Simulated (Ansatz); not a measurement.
**Ge vacancy + Ge vacancy + Er interstitial in germanium**

The numbers are results of PBE, PAW (plane waves to 420 eV; Ansatz, a program for electronic structure), not measurements. Details: 64-site cell; 2×2×2 shifted k-points; start: the Ge site; Ge 2.49 Å away; midway between the emptied sites; no Hubbard U; the functional closes the host's gap; energies good to tenths of an eV; relaxed from one start, so a lower configuration may exist.

Neighbours after relaxation, in Å: of the emptied site: Er 1.25, Ge 2.31, Ge 2.32, Ge 2.33; of the emptied site: Er 1.25, Ge 2.31, Ge 2.31, Ge 2.32; of the Er atom: Ge 2.98, Ge 2.98, Ge 2.98, Ge 2.99, Ge 2.99, Ge 2.99.

The name describes the start; the neighbours show where the atoms ended.

```json
[
 {"charge": "0†", "moment (μB)": "fractional", "largest move off a lattice site (Å)": "0.19"}
]
```

† Not settled in this cell, so no level is given: charge 0: fractional moment, a level filled in part.

Starting moments that weren't kept: charge 0 began with 2 μB and ended with 2.5.

All states together cost about 2.3 core-hours (a rough figure).
